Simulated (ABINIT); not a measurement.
A user runs ABINIT on TiSe (Pnma, 8 atoms in the cell) and asks whether the run is sound. The aim is a self-consistent single point with DFT, LDA (PW92), plane waves, PAW (JTH v2.0 LDA PAW).

Cell that was meant: a = 6.3334 Å, b = 3.4245 Å, c = 6.0982 Å, α = 90.00°, β = 90.00°, γ = 90.00°.

Part of the input:

```
pawecutdg 1633 eV
pawxcdev 0
occopt 3
tsmear 0.1
nband 46
kptopt 1
ngkpt 3 5 3
```

Log, with long lists cut:

```
 Symmetries : space group Pn m a (# 62); Bravais oP (primitive ortho.)

 -outvars: echo values of preprocessed input variables --------
   [... lines left out ...]

 Coarse grid specifications (used for wave-functions):

 getcut: wavevector=  0.0000  0.0000  0.0000  ngfft=  60  32  60
         ecut(hartree)=     29.987   => boxcut(ratio)=   2.00596

 Fine grid specifications (used for densities):

 getcut: wavevector=  0.0000  0.0000  0.0000  ngfft=  90  48  90
         ecut(hartree)=     60.012   => boxcut(ratio)=   2.12699

   1.60152488E+04                                ecore*ucvol(ha*bohr**3)

_setup2: Arith. and geom. avg. npw (full set) are    6999.822    6999.805
--- !BeginCycle
solver: {iscf: 17, nstep: 80, nline: 4, wfoptalg: 10, }
tolerances: {tolvrs: 1.00E-10, }
...

     iter   Etot(hartree)      deltaE(h)  residm     nres2
 ETOT  1  -271.51435511378    -2.715E+02 4.418E+00 1.299E+01
 ETOT  2  -275.78097704145    -4.267E+00 5.606E-02 5.670E+01
 ETOT  3  -275.72402604606     5.695E-02 6.131E-02 1.348E+01
 ETOT  4  -275.70806864187     1.596E-02 2.863E-02 4.804E-01
 ETOT  5  -275.71558476829    -7.516E-03 1.482E-02 2.160E-02
   [... 68 lines left out ...]
 ETOT 74  -275.72790319132    -1.575E-11 1.337E-10 1.392E-10
 ETOT 75  -275.72790319133    -1.017E-11 2.389E-10 1.408E-10
 ETOT 76  -275.72790319133    -5.116E-12 8.418E-11 4.411E-10
 ETOT 77  -275.72790319134    -6.082E-12 1.763E-10 3.296E-11
 At SCF step   77       nres2   =  3.30E-11 < tolvrs=  1.00E-10 =>converged.

 Cartesian components of stress tensor (hartree/bohr^3)
  sigma(1 1)= -1.00690853E-03  sigma(3 2)=  0.00000000E+00
  sigma(2 2)= -8.93182156E-04  sigma(3 1)=  0.00000000E+00
  sigma(3 3)= -9.61948923E-04  sigma(2 1)=  0.00000000E+00

 ----iterations are completed or convergence reached----

 reduced coordinates (array xred) for    8 atoms
       0.010000000000      0.250000000000      0.810000000000
       0.490000000000      0.750000000000      0.310000000000
       0.510000000000      0.250000000000      0.690000000000
       0.990000000000      0.750000000000      0.190000000000
       0.220000000000      0.250000000000      0.420000000000
   [... lines left out ...]
 Fermi (or HOMO) energy (hartree) =   0.25211   Average Vxc (hartree)=  -0.42837
   [... lines left out ...]
total_energy        : -2.75727903542521E+02
total_energy_eV     : -7.50293782420860E+03
...

-Cartesian components of stress tensor (GPa)         [Pressure=  2.8068E+01 GPa]
- sigma(1 1)= -2.96242668E+01  sigma(3 2)=  0.00000000E+00
- sigma(2 2)= -2.62783219E+01  sigma(3 1)=  0.00000000E+00
- sigma(3 3)= -2.83015097E+01  sigma(2 1)=  0.00000000E+00

 Calculation completed.
```

**Question.** Is this run sound? If not, what is wrong?

**Answer.** The run is not sound. The fault is an energy in the wrong unit. A bare number is read in the key's own unit, and eV, Ry (13.6 eV) and Ha (27.2 eV) lie far apart, so the setting ends up far from the one that was meant. To fix it, convert the value to the unit that the key expects. The run converged in 77 iterations without an error; against the sound input the free energy falls by 5.97 eV/atom, the pressure goes from 0.58 to 28.07 GPa and the largest force goes from 0.676 to 1.494 eV/Å.

An input that runs soundly differs in these lines (not the only fix; some lines may just follow from the change or write a value another way):
```diff
-tsmear 0.1
+tsmear 0.00367493
```

With that input, the run converged in 15 iterations: free energy E − TS -7455.18 eV; Fermi level (on the code's own zero) 6.30 eV; pressure 0.58 GPa; largest force (vector length) 0.676 eV/Å (DFT, LDA (PW92), plane waves, PAW (JTH v2.0 LDA PAW)).

On the sound input: the starting cell comes from a database of published, mostly measured structures (it also holds non-ambient and calculated ones), without a prior relaxation at this level. Its lattice was rescaled by a random factor within 2.5 % of one. Spin polarisation is off, so a magnetic state, if there is one, cannot be reached. Without a gap this mesh is coarse (it stands for a supercell whose shortest vector is 17 Å).
